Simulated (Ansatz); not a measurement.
# BP (model structure, started from the WC type, P-6m2, No. 187, 2 atoms in the cell): c axis length by level of theory

No measured value is used here.

```csv
level (code),value (Å)
PBE (Ansatz),2.643
PBEsol (Ansatz),2.645
PBE-D3(BJ) (Ansatz),?
r²SCAN (Ansatz),2.611
```

Problem. Complete the blanks.

Solution. 
- PBE-D3(BJ) (Ansatz, a quantum-chemistry and plane-wave program), value (Å): 2.615

Ansatz's density-functional and Hartree–Fock values are scalar-relativistic unless marked +SOC, with PAW data made under PBE.

A model structure was made by putting elements into a prototype or built by hand; it is no filed structure, need not be a known phase, and can be a saddle point held by its symmetry.
